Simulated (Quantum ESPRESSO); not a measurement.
Checking a run of Quantum ESPRESSO on Mg2NiH4 (P1, 14 atoms in the cell). The aim is a self-consistent single point with DFT, LDA (PZ), plane waves, GBRV 1.5 ultrasoft (LDA) pseudopotentials.

Cell that was meant: a = 4.4311 Å, b = 4.4311 Å, c = 6.5767 Å, α = 90.37°, β = 90.37°, γ = 91.88°.

Part of the input:

```fortran
    ecutrho = 400
    occupations = 'smearing'
    smearing = 'fd'
    degauss = 0.2
/
&electrons
    conv_thr = 1.0e-11
```

Output (repeated stretches shortened):

```
     G-vector sticks info
     --------------------
     sticks:   dense  smooth     PW     G-vecs:    dense   smooth      PW
   [... lines left out ...]
        k(    1) = (   0.0000000   0.0000000   0.0000000), wk =   0.0138889
        k(    2) = (   0.0000000   0.0000000   0.1684468), wk =   0.0277778
        k(    3) = (   0.0000000   0.0000000  -0.3368935), wk =   0.0138889
   [... 73 lines left out ...]

     Dense  grid:   117651 G-vectors     FFT dimensions: (  54,  54,  80)

     Smooth grid:    41539 G-vectors     FFT dimensions: (  40,  40,  60)

     Initial potential from superposition of free atoms

     starting charge      78.7991, renormalised to      84.0000
     Self-consistent Calculation

     iteration #  1     ecut=    50.00 Ry     beta= 0.70

---- Real-time Memory Report at c_bands before calling an iterative solver
           454 MiB given to the printing process from OS
           376 MiB allocation reported by mallinfo(arena+hblkhd)
------------------

     total energy              =   -1146.18954338 Ry
     estimated scf accuracy    <      73.25880345 Ry

     iteration #  2     ecut=    50.00 Ry     beta= 0.70

---- Real-time Memory Report at c_bands before calling an iterative solver
   [... lines left out ...]

---- Real-time Memory Report at c_bands before calling an iterative solver
           805 MiB given to the printing process from OS
           434 MiB allocation reported by mallinfo(arena+hblkhd)
------------------

     total energy              =   -1198.46449083 Ry
     estimated scf accuracy    <          4.8E-11 Ry

     iteration # 17     ecut=    50.00 Ry     beta= 0.70

---- Real-time Memory Report at c_bands before calling an iterative solver
           805 MiB given to the printing process from OS
           434 MiB allocation reported by mallinfo(arena+hblkhd)
------------------
     End of self-consistent calculation

     the Fermi energy is     7.7057 ev

!    total energy              =   -1198.46449083 Ry
     estimated scf accuracy    <          4.2E-12 Ry
     smearing contrib. (-TS)   =      -4.43419154 Ry
     internal energy E=F+TS    =   -1194.03029929 Ry

     convergence has been achieved in  17 iterations

     Forces acting on atoms (cartesian axes, Ry/au):

     atom    1 type  1   force =     0.00202997    0.00055244   -0.00340499
     atom    2 type  1   force =     0.00251081   -0.00210996    0.00110632
     atom    3 type  1   force =    -0.00355139    0.00476770    0.00118048
     atom    4 type  1   force =    -0.00236415    0.00415201   -0.00316468
   [... lines left out ...]

     Total force =     0.206808     Total SCF correction =     0.000005

          total   stress  (Ry/bohr**3)                   (kbar)     P=      240.45
   0.00189929   0.00000010   0.00002047          279.40        0.02        3.01
   0.00000010   0.00150105   0.00000968            0.02      220.81        1.42
   0.00002047   0.00000968   0.00150337            3.01        1.42      221.15

   JOB DONE.
```

Task: Is anything amiss in this input, and did it matter?

Result: The run is not sound. The fault is a smearing width that is far too large. A width of many tenths of an electronvolt moves electrons far across the Fermi level or the gap, and the free energy and its derivatives carry a large smearing term. To fix it, use a width small against the gap or band features. The run converged in 17 iterations without an error; against the sound input the free energy falls by 2.34 eV/atom, the pressure goes from -3.61 to 24.05 GPa and the largest force goes from 0.854 to 2.171 eV/Å. The full log also holds: “c_bands:  1 eigenvalues not converged”.

The sound input it was made from differs as follows (other fixes are possible):
```diff
-    degauss = 0.2
+    degauss = 0.0036749
```

With that input, the run converged in 17 iterations: free energy E − TS -16273.2134 eV; Fermi level (on the code's own zero) 7.40 eV; pressure -3.61 GPa; largest force (vector length) 0.854 eV/Å (DFT, LDA (PZ), plane waves, GBRV 1.5 ultrasoft (LDA) pseudopotentials).

On the sound input: the starting cell comes from a database of computed structures (which also holds hypothetical and non-ambient phases and stackings), without a prior relaxation at this level. Its atoms were displaced at random from the sites of space group no. 12. Spin polarisation is off. With a pressure of about -4 GPa the cell is away from its equilibrium volume at this level.
